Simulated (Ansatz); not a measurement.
Consider BaTiO₃ in the cubic perovskite structure (space group Pm-3m, No. 221; a = 4.019 Å).

Now apply this change: an isotropic linear strain of −3.81 %, atoms relaxed at fixed cell.

Levels (all Ansatz, a program for electronic structure, PAW, earlier PAW set): PBE (420 eV, spin-orbit coupling left out); r2SCAN (500 eV, no spin-orbit coupling); HSE06 (420 eV, no SOC); PBE+SOC (420 eV, spin-orbit coupling included).

One geometry, relaxed with PBE, under each level:

Notes on the quantities. electron mass: degenerate bands, along [100]; hole mass: degenerate bands, along [100].

The valence-band top lists the three highest levels at Γ (Kramers pairs under SOC), from the VBM.

| level | band gap | lowest conduction level above the VBM at special points | valence-band top at Γ | electron mass | hole mass | pressure |
|---|---|---|---|---|---|---|
| PBE | 2.00 eV | Γ 2.00 eV; X 2.16 eV; M 4.09 eV; R 4.87 eV | 0.00, 0.00, 0.00 eV | – | – | 24.65 GPa |
| r2SCAN | 2.39 eV | Γ 2.39 eV; X 2.55 eV; M 4.45 eV; R 5.26 eV | – | – | – | 21.96 GPa |
| HSE06 | [?] | [?] | – | – | – | – |
| PBE+SOC | 1.93 eV | Γ 1.93 eV; X 2.10 eV; M 4.02 eV; R 4.81 eV | 0.00, 0.00, -0.17 eV | 0.37, 1.0 mₑ (at Γ) | 0.39, 0.98 mₑ (at Γ) | 24.65 GPa |

### Question
Give the withheld HSE06 results.

### Answer

- HSE06, band gap: 3.43 eV
- HSE06, lowest conduction level above the VBM at special points: Γ 3.43 eV; X 3.62 eV; M 5.75 eV

Single points use the geometry relaxed with PBE. Their cutoffs differ, which shifts pressures a little. Differences between runs with and without spin-orbit coupling are approximate. Masses are band curvatures over ±0.01 Å⁻¹ around the edge. No phonon test of stability was made. The runs without spin-orbit coupling are not spin-polarised. Many cubic perovskites are stable only at high temperature; tilts and polar distortions were not tested. This is not the structure that BaTiO3 has at room temperature and ambient pressure.
